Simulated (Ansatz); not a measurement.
```
Be
1.0
    2.31931     0.00000     0.00000
    1.15965     2.00858     0.00000
    0.00000     0.00000     3.55910
Be
2
Direct
  0.66667   0.66667   0.75000
  0.33333   0.33333   0.25000
```

No spin polarisation.

Computed with PBE (Ansatz, an electronic-structure program; PAW; 420 eV plane waves; no spin-orbit coupling). Γ-centred 29×29×16 mesh, Fermi–Dirac width 0.1 eV.

Estimate the band gap.

Zero.

Estimate the mean in-plane stress (compression positive).

-7.6 GPa.

The cells carry an imposed strain or load. No phonon test of stability was made. The cell was made from Be in the hcp (Mg type) structure (space group P6_3/mmc, No. 194) by this change: biaxial strain +2.50 %, plane normal [001], relaxed out of plane.
